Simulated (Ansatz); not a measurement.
For SnO (Pmn2₁, No. 31, 4 atoms in the cell; start mp-545552; another space group than a measured phase of this formula), LDA (PAW; Ansatz, a program for electronic structure) gives:

| Property | Value |
|---|---|
| bulk modulus B0 | 22.8 GPa |
| cohesive energy | 5.30 eV/atom |
| band gap | 1.20 eV |

**Question.** What does PBEsol (Ansatz, PAW) give for the same quantities?

**Answer.** 
- bulk modulus: 14.8 GPa (decreases by 35 %)
- cohesive energy: 4.71 eV/atom (shrinks by 0.59 eV/atom)
- band gap: 1.23 eV (grows by 0.03 eV)

Changes are worked out from the printed values.

Unless a cell is named, each level is at its own relaxed cell (LDA 17.32, PBEsol 18.37 Å³/atom).

Levels without +SOC leave out spin–orbit coupling, which shifts energies and cells of such heavy elements.

Spin–orbit coupling is included only where a level's name says +SOC; with heavier elements it mostly lowers gaps and can invert bands. Density-functional gaps are differences of (generalised) Kohn–Sham levels.

Caveats: the bulk modulus is −V dP/dV from two relaxed cells at ±2 % in volume (LDA, PBEsol); the relaxation could not lower the start's symmetry, so the cell can be a saddle point above a distorted one (LDA, PBEsol). Ansatz's density-functional and Hartree–Fock values are scalar-relativistic unless marked +SOC, with PAW data made under PBE.

A start named mp-… is a Materials Project structure, which need not be a measured phase.
